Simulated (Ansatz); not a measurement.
Base system: WC (space group P-6m2, No. 187).

```
CELL_PARAMETERS angstrom
      2.89846     0.00000     0.00000
     -1.44923     2.51014     0.00000
      0.00000     0.00000     2.82772
ATOMIC_POSITIONS crystal
  W  0.00000 0.00000 0.00000
  C  0.33333 0.66667 0.50000
```

Method: PBEsol (Ansatz, an electronic-structure program; PAW; 420 eV plane waves; no spin-orbit coupling).

Before the change:

```
Property              Result
-------------------  -------
Lattice parameter a  2.898 Å
c/a ratio              0.976
```

It is then changed as follows: a hydrostatic pressure of 15 GPa.

### Question
How does this affect the lattice parameter a and c/a ratio?

### Answer
The lattice parameter a shrinks by 0.0358 Å, from 2.898 Å to 2.863 Å; the c/a ratio increases by 0.0029 (0.976 → 0.978).

Load acts through the strain it causes; cell and atoms are relaxed under it. Stability against distortions was not tested. No other phases were tried under pressure. The final runs are not spin-polarised.
